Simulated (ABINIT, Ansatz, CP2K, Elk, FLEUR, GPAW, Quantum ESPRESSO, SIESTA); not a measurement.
## Code comparison for LiCl (Fm-3m, 2 atoms in the cell)

Self-consistent single point, at a second geometry (lattice scaled by 0.98). First geometry:

```
LiCl
1.0
    0.00000     2.48035     2.48035
    2.48035     0.00000     2.48035
    2.48035     2.48035     0.00000
Li Cl
1 1
Direct
  0.00000   0.00000   0.00000
  0.50000   0.50000   0.50000
```

Shared settings, as Ansatz (an electronic-structure program) writes them: kpoints.mp_grid.grid = 11 11 11; scf.occupations.method = fermi_dirac; scf.occupations.width = 0.02 eV. Potentials and cutoffs stand in the table.

```tsv
code	model	ΔF from the first geometry (meV/atom)	pressure (GPa)	gap on the mesh (eV)	cutoff
Elk	PBE, all-electron FP-LAPW, Elk's shipped species files, default APW+lo basis	39.7	–	6.852	default
CP2K	PBE, GPW, DZVP-MOLOPT-SR-GTH basis, GTH-PBE potentials (GTH_POTENTIALS)	36.1	8.30	7.294	grid 400 Ry
SIESTA	GGA PBE, numerical atomic orbitals DZP, PseudoDojo PBE standard norm-conserving potentials (rewritten from UPF to PSML)	32.9	7.93	7.197	grid 350 Ry
ABINIT	PBE, PAW (JTH v2.0 PBE PAW)	35.3	7.98	6.911	26 Ha
GPAW	PBE, GPAW PAW datasets PBE (gpaw-data 1.0.1)	37.1	8.41	6.915	600 eV
Ansatz	PBE, PAW files	34.8	8.00	6.919	default
Quantum ESPRESSO	PBE, PseudoDojo standard norm-conserving (PBE) pseudopotentials	34.6	7.99	6.922	75 Ry
FLEUR	PBE, all-electron FLAPW (FLEUR), scalar-relativistic valence	35.8	–	6.922	Kmax 4 1/bohr
```

A dash marks a value that a program does not give, or that is left out as unsure.

Gaps are read on the mesh.

The spread over the programs that give each value: ΔF from the first geometry within 6.8 meV/atom; pressure within 0.48 GPa; gap on the mesh within 0.442 eV.

CP2K and SIESTA use small atom-centred bases, whose incompleteness enters pressures, forces and empty levels differently from a plane-wave cutoff. Elk and FLEUR treat all electrons, but the usual bases taken here (sphere radii, linearisation, local orbitals, empty states) were not tested for convergence, so the values are no reference for the others. Ansatz's pressure is given at a fixed set of plane waves, as the other plane-wave codes print theirs. In the gap, CP2K (by 0.377) and SIESTA (by 0.280) lie more than 0.12 eV from the median of the plane-wave programs.

The starting cell comes from a database of computed structures (which also holds hypothetical and non-ambient phases and stackings), without a prior relaxation at this level. Its lattice was rescaled by a random factor within 2.5 % of one. For this run, on top of that: lattice scaled by 0.98.

Keys are those of Ansatz 0.2.
